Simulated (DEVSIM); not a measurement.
System: illuminated Si n-on-p cell, one wavelength, at 300 K.

Layer 1 from the left is Si, thickness (μm) 0.0540, Nd (cm⁻³) 2.4e18, τn (s) 2e-7, τp (s) 9.7e-7, absorption coefficient (cm⁻¹) 220. Layer 2 from the left is Si, thickness (μm) 35.0, Na (cm⁻³) 3.2e15, τn (s) 1.4e-5, τp (s) 1.4e-5, absorption coefficient (cm⁻¹) 220.

Left contact: ohmic, minority hole recombination velocity 10 cm/s. Right contact: ohmic, minority electron recombination velocity 10 cm/s. Voltage is applied to the left contact. Recombination: SRH at mid-gap, radiative, Auger. Light enters at the left, 1e17 photons cm⁻² s⁻¹, one pass, no reflection. Mobility is constant in doping.

This is a model device: material constants are rounded textbook-type values typed into the input, and sizes, dopings and lifetimes were drawn at random. Values at 300 K.

Si: gap (eV) 1.124, affinity (eV) 4.05, permittivity 11.7, Nc (cm⁻³) 2.86e19, Nv (cm⁻³) 3.1e19, μn (cm²/Vs) 1417, μp (cm²/Vs) 470, B (cm³/s) 4.7e-15, Cn (cm⁶/s) 2.8e-31, Cp (cm⁶/s) 9.9e-32.

Model (solved in DEVSIM): 1D drift-diffusion, Boltzmann statistics, complete ionisation; no tunnelling, impact ionisation, image-force lowering or self-heating.

Dark forward current:

```tsv
|V| (V)	|J| (A/cm²)
0.05	5.700e-10
0.10	2.072e-9
0.15	6.463e-9
0.20	2.053e-8
0.25	7.240e-8
0.30	3.034e-7
0.35	1.538e-6
0.40	9.026e-6
0.45	5.772e-5
0.50	0.0003836
0.55	0.002532
0.60	0.01466
0.65	0.05970
0.70	0.1927
0.75	0.6572
0.80	2.731
0.85	14.18
0.90	86.79
0.95	559.3
1.00	2932
```

Task: Work out the local ideality factor n = ΔV / (kT/q · ln(J2/J1)) between the rows 0.15 and 0.20 V, 0.45 and 0.50 V, 0.95 and 1.00 V.

Result: kT/q = 25.85 mV. From 0.15 to 0.20 V: ln(2.053e-8/6.463e-9) = 1.156, n = 1.67. From 0.45 to 0.50 V: ln(0.0003836/5.772e-5) = 1.894, n = 1.02, near the 1 of diffusion or emission over a barrier. From 0.95 to 1.00 V: ln(2932/559.3) = 1.657, n = 1.17.

Task: What current could the absorbed light give at most, and what share is collected?

Result: Σ αd = 0.771, so qΦ(1 − exp(−Σ αd)) = 8.61 mA/cm². The simulated short-circuit current is 8.551 mA/cm², a share of 0.99.

Task: Estimate the open-circuit voltage by superposition: the voltage at which the dark current equals that short-circuit current.

Result: Interpolating ln J in the table gives 0.585 V. The simulation gives 0.584 V, the same within the digits that matter. Superposition holds where collection doesn't change with voltage.

Task: Estimate the fill factor from FF0 = (v − ln(v + 0.72))/(v + 1), v = qVoc/(nkT), with n from the dark curve.

Result: The rows about Voc, 0.55 and 0.60 V, give n = 1.10, so v = 20.5 and FF0 = 0.811. The simulation gives 0.818, the same within the digits that matter.
